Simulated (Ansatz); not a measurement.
InSb, response to strain

Start from InSb in the zinc blende structure (space group F-43m, No. 216; a = 6.556 Å). Axes: x, y, z lie along the cube axes.

Strains are applied to the cell and any free atomic positions relax.

Computed with plane-wave PAW DFT at the r2SCAN level (Ansatz, a program for electronic structure, 500 eV), scalar-relativistic without spin-orbit coupling.

Candidates:
(a) uniaxial strain ε_xx = −3.61 %
(b) isotropic strain −2.90 %
(c) isotropic strain +0.86 %
(d) uniaxial strain ε_xx = −4.28 %
(e) uniaxial strain ε_yy = +1.10 %

Notes on the quantities. energy relative to the base: free energy F.

Q: Order them by energy relative to the base, lowest first.

A: (e) uniaxial strain ε_yy = +1.10 % (+0.8 meV/atom), (c) isotropic strain +0.86 % (+3.0 meV/atom), (a) uniaxial strain ε_xx = −3.61 % (+9.4 meV/atom), (d) uniaxial strain ε_xx = −4.28 % (+13 meV/atom), (b) isotropic strain −2.90 % (+41 meV/atom)

No phonon test of stability was made. The final runs are not spin-polarised.
